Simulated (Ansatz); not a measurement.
Take Os in the hcp (Mg type) structure (space group P6_3/mmc, No. 194; a = 2.729 Å, c = 4.309 Å; relaxed with 0.1 eV smearing) as the base. Axes: x lies along a and z along c of the hexagonal cell.

All numbers come from plane-wave PAW DFT at the PBEsol level (Ansatz, a quantum-chemistry and plane-wave program, 420 eV), no spin-orbit coupling.

Base values:

| Property | Value |
|---|---|
| Shortest interatomic distance | 2.669 Å |

Now apply this change: uniaxial strain ε_xx = −1.50 %, all other strain components held at zero; the atoms relax in the strained cell.

Question: Predict the new energy relative to the base, stress and shortest interatomic distance.

Answer: The energy rises by 8.1 meV/atom; the stress (xx, yy, zz, yz, xz, xy; compression positive) amounts to (12.7, 3.8, 3.7, 0.0, 0.0, 0.0) GPa; the shortest interatomic distance decreases by 0.009 Å, from 2.669 Å to 2.660 Å.

Stability against distortions was not tested. The final runs are not spin-polarised.
